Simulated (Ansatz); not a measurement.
Take W₅Si₃ (space group I4/mcm, No. 140; a cell from a computed database, its experimental status unchecked) as the base.

```yaml
crystal:
  lattice:
    - [-4.79801, 4.79801, 2.46488]
    - [4.79801, -4.79801, 2.46488]
    - [4.79801, 4.79801, -2.46488]
  atoms:
    - { symbol: Si, position: [0.75000, 0.75000, 0.00000] }
    - { symbol: Si, position: [0.25000, 0.25000, 0.00000] }
    - { symbol: Si, position: [0.16813, 0.33187, 0.50000] }
    - { symbol: Si, position: [0.83187, 0.66813, 0.50000] }
    - { symbol: Si, position: [0.33187, 0.83187, 0.16373] }
    - { symbol: Si, position: [0.66813, 0.16813, 0.83627] }
    - { symbol: W, position: [0.77592, 0.92481, 0.70073] }
    - { symbol: W, position: [0.22408, 0.07519, 0.29927] }
    - { symbol: W, position: [0.92481, 0.22408, 0.14889] }
    - { symbol: W, position: [0.07519, 0.77592, 0.85111] }
    - { symbol: W, position: [0.72408, 0.42481, 0.14889] }
    - { symbol: W, position: [0.27592, 0.57519, 0.85111] }
    - { symbol: W, position: [0.57519, 0.72408, 0.29927] }
    - { symbol: W, position: [0.42481, 0.27592, 0.70073] }
    - { symbol: W, position: [0.75000, 0.25000, 0.50000] }
    - { symbol: W, position: [0.25000, 0.75000, 0.50000] }
```

Cartesian axes are those of the cell as printed.

Method: PBEsol (Ansatz, a first-principles code, PAW, without spin-orbit coupling).

Before the change:

- Pressure = 0.0 GPa
- Shortest interatomic distance = 2.465 Å

One thing is altered: the symmetric strain tensor [-0.0027 0.0024 0.0010; 0.0024 -0.0144 0.0015; 0.0010 0.0015 0.0147]; the atoms relax in the strained cell.

Task: Estimate the effect on the largest internal atomic displacement.

Result: The largest internal atomic displacement is 0.015 Å.

Task: Estimate the effect on the pressure.

Result: The pressure (mean of the normal stresses, compression positive) goes from zero to 1.4 GPa.

Task: What happens to the energy relative to the base?

Result: The energy grows by 5.9 meV/atom.

Task: Predict the new shortest interatomic distance.

Result: The shortest interatomic distance rises by 0.027 Å, from 2.465 Å to 2.492 Å.

Without a gap, meshes like the base's 9×9×9 leave anisotropic stresses uncertain by several tenths of a GPa, and small strain energies with them. Stability against distortions was not tested. All final runs are without spin polarisation.
